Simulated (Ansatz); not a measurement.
## KF: energy against volume

KF (rock salt, Fm-3m, 18.681 Å³/atom and stress up to 0.01 GPa in the relaxed cell, cube axes along x, y and z) under hydrostatic pressure, with the cell free. PBEsol in Ansatz, a plane-wave DFT program (PAW, default set), 420 eV, 11×11×11 Γ-centred mesh, Fermi-Dirac smearing 0.05 eV; ions are relaxed, or left where forces stay under 0.02 eV/Å, within the symmetry of each cell.

Here V stands for volume and E for E less E0.

```
volume (Å³/atom)  E less E0 (meV/atom)  pressure (GPa)
----------------  --------------------  --------------
20.0637                           9.25           -1.99
19.2963                           1.99           -1.00
18.6811                           0.00           -0.01
18.5133                           0.19            0.30
18.3069                           0.78            0.70
17.9320                           3.38            1.49
17.3305                              ?               ?
```

Fit E of the 6 rows that show it with the third-order Birch-Murnaghan form, a cubic in V^(-2/3). With u = V^(-2/3) - 0.142, the rows have u = -0.006567, -0.002999, 0.000036, 0.000893, 0.001965, 0.003965. Least squares gives E = 0.006 - 21.0·u + 216422·u² + 805564·u³. Residuals (row less fit): 0.001, -0.004, -0.006, 0.030, -0.027, 0.005; standard error 0.029 (degrees of freedom: 2). Its minimum lies at u = 0.000049, so V0 = (0.142049)^(-3/2) = 18.68. There d²E/du² = 433100 and d³E/du³ = 4833000, so B0 = (4/9) × 18.68^(-7/3) × 433100 × 0.160218 = 33.3 GPa (the last factor turns the table's units into GPa), and B0' = 4 + (2/3) × 0.142049 × (4833000)/433100 = 5.1. B0' rests on the cubic coefficient alone and has a standard error of 0.5 from these residuals.

**Question.** What does the fit predict for E at V = 17.3305, and how far is the calculated value from it?

**Answer.** u = 0.007323, so E = 0.006 - 21.0 × 0.007323 + 216422 × 0.007323² + 805564 × 0.007323³ = 11.774 meV/atom. The calculation gives 11.68 meV/atom, 0.094 meV/atom below the prediction (0.8 % of the range of E in the table). The row lies outside the fitted rows, so this is an extrapolation. From the scatter of the fitted rows alone, a prediction at this place has a standard error of 0.184 meV/atom, so the miss is 0.5 times that.

Other structures, which can take over under pressure, weren't tried. The same form fitted to the pressure column gives B0' = 5.0; series where the two differ by over 0.4 aren't shown. Rows are the converged runs of the series near zero and its far end, less any whose ions stayed unrelaxed beside relaxed ones; series whose fitted rows scatter by over a few per cent of the range, as at a crossing or softening among them, aren't shown in this form.
